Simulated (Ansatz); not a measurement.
**Cu: isotropic strain −0.65 %**

Start from Cu in the fcc (Cu type) structure (space group Fm-3m, No. 225; a = 3.6290 Å; relaxed with 0.1 eV smearing).

Now apply this change: the cell is scaled by 0.9935 in all directions, atoms relaxed at fixed cell.

Computed with PBE (Ansatz, a program for electronic structure; PAW; 420 eV plane waves; spin-orbit coupling left out), earlier PAW set. Settings: 31×31×31 k-points, 0.1 eV Fermi–Dirac smearing.

```csv
quantity,base,changed,shift
space group,Fm-3m (No. 225),Fm-3m (No. 225),–
shortest interatomic distance,4.849 bohr,4.818 bohr,-0.0315 bohr
energy relative to the base (free energy F),0 meV/atom,+2.1 meV/atom,+2.1 meV/atom
pressure,0.0 GPa,2.9 GPa,+2.9 GPa
band gap,zero,zero,–
```

Final structure:

```
Cu
1.0
    0.00000     1.80270     1.80270
    1.80270     0.00000     1.80270
    1.80270     1.80270     0.00000
Cu
1
Direct
  0.00000   0.00000   0.00000
```

Cost of the whole job for the changed cell (relaxation, final SCF and bands): about 9 core-seconds (a rough figure).

No phonon test of stability was made. All final runs are without spin polarisation.
